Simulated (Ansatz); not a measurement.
Given:

```yaml
crystal:
  lattice:
    - [0.00000, 2.54554, 2.54554]
    - [2.54554, 0.00000, 2.54554]
    - [2.54554, 2.54554, 0.00000]
  atoms:
    - { symbol: Sr, position: [0.00000, 0.00000, 0.00000] }
    - { symbol: O, position: [0.50000, 0.50000, 0.50000] }
```

Level of theory: PBE, rigid bands (plane waves, PAW, scalar-relativistic; Ansatz, a program for electronic structure). Condition of this run: hydrostatic pressure of 1.8 GPa (compression positive) (the target of the relaxation). Geometry: cell and atoms relaxed with PBEsol, then loaded as said.

Q: What conductivity effective mass do dilute electrons have at 300 K?

A: 0.51 mₑ.

Q: What conductivity effective mass do dilute holes have at 300 K?

A: 1.33 mₑ.

Q: And the band gap?

A: 3.30 eV at this level; semilocal functionals usually fall short of the measured gap.

Rigid bands, one relaxation time for all states, no polarons. Spin-orbit coupling is left out; where it splits the top of the valence band it changes the hole mass and lowers the gap by about a third of the splitting. Geometry: cell and atoms relaxed with PBEsol.
